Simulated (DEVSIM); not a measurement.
Structure: Au/SiO2/p-GaAs capacitor, at 250 K.

```csv
layer (left to right),material,thickness (nm),Na (cm⁻³)
1,SiO2,1.20,-
2,GaAs,490,1.7e18
```

Metal gate on the left, work function 5.1 eV. Fixed charge at the semiconductor interface 0 cm⁻² (in units of +e); no interface traps.

Constants are typed, rounded textbook-type inputs, not results; the design itself was drawn at random and stands for no fabricated device. Values at 300 K; Nc and Nv go as T^1.5, mobilities as T to minus their exponent, the gap by Varshni's rule with the affinity fixed.

| parameter | SiO2 | GaAs |
|---|---|---|
| gap (eV) | 9 | 1.424 |
| affinity (eV) | 0.9 | 4.07 |
| permittivity | 3.9 | 12.9 |
| Nc (cm⁻³) | - | 4.7e17 |
| Nv (cm⁻³) | - | 9e18 |
| Varshni α (eV/K) | - | 0.000541 |
| Varshni β (K) | - | 204 |

Model (solved in DEVSIM): 1D Poisson equation in equilibrium, Boltzmann statistics, complete ionisation; no quantum confinement or tunnelling. Metal contacts follow the ideal Schottky-Mott rule: no Fermi-level pinning, no interface dipoles.

Base results: capacitance of the dielectric stack (μF/cm²) 2.88; flat-band voltage (V) -0.39; minimum of the low-frequency capacitance (μF/cm²) 0.311.

Q: What follows from this one change: interface trap density 0 → 2e+12 cm^-2 eV^-1?

A: capacitance of the dielectric stack little changed (2.88 μF/cm²); flat-band voltage -0.39 → -0.46 V; minimum of the low-frequency capacitance 0.311 → 0.543 μF/cm².

Q: What follows from this one change: gate work function 5.1 → 5.25 eV?

A: capacitance of the dielectric stack little changed (2.88 μF/cm²); flat-band voltage -0.39 → -0.24 V; minimum of the low-frequency capacitance little changed (0.310 μF/cm²).

Q: What follows from this one change: fixed charge 0 → 9.3e+12 cm^-2?

A: capacitance of the dielectric stack little changed (2.88 μF/cm²); flat-band voltage -0.39 → -0.90 V; minimum of the low-frequency capacitance little changed (0.312 μF/cm²).

Q: What follows from this one change: SiO2 thickness 0.0012 → 0.00084 μm?

A: capacitance of the dielectric stack 2.88 → 4.11 μF/cm²; flat-band voltage little changed (-0.39 V); minimum of the low-frequency capacitance 0.311 → 0.321 μF/cm².
